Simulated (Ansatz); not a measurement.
Si (C2/m, No. 12, 8 atoms in the cell; start mp-1079297; another form than the element's usual one), treated with r²SCAN (PAW; Ansatz, a first-principles code).

Numerical settings: plane-wave cutoff 560 eV, 10×10×6 k mesh (along the axes of the cell as run), Fermi–Dirac smearing 0.01 eV, scalar-relativistic PAW data made under PBE.

Cell (relaxed at this level):

```cif
data_Si16
_chemical_formula_sum 'Si16'
_space_group_name_H-M_alt 'C2/m'
_space_group_IT_number 12
_space_group_name_Hall '-C 2y'
_cell_length_a 13.84504
_cell_length_b 3.84728
_cell_length_c 6.33846
_cell_angle_alpha 90.000
_cell_angle_beta 96.794
_cell_angle_gamma 90.000
loop_
_space_group_symop_operation_xyz
  'x, y, z'
  '-x, -y, -z'
  '-x, y, -z'
  'x, -y, z'
  'x+1/2, y+1/2, z'
  '-x+1/2, -y+1/2, -z'
  '-x+1/2, y+1/2, -z'
  'x+1/2, -y+1/2, z'
loop_
_atom_site_label
_atom_site_type_symbol
_atom_site_symmetry_multiplicity
_atom_site_Wyckoff_symbol
_atom_site_fract_x
_atom_site_fract_y
_atom_site_fract_z
_atom_site_occupancy
Si1 Si 4 i 0.05562 0.00000 0.87422 1
Si2 Si 4 i 0.44098 0.00000 0.34652 1
Si3 Si 4 i 0.21281 0.00000 0.05738 1
Si4 Si 4 i 0.27294 0.00000 0.41446 1
```
(The calculation used a cell of 8 atoms; values per cell refer to that cell.)

Question: Estimate the band gap and bulk modulus that the calculation returns.

Answer: 
* **band gap**: 0.42 eV (on the SCF k mesh)
* **bulk modulus**: 88.0 GPa

Note: the relaxation could not lower the start's symmetry, so the cell can be a saddle point above a distorted one; the bulk modulus is −V dP/dV from two relaxed cells at ±2 % in volume.

The computed numbers hold no vibrational or temperature effects.

The result took about 5 core-minutes (a rough figure).

A start named mp-… is a Materials Project structure, which need not be a measured phase.
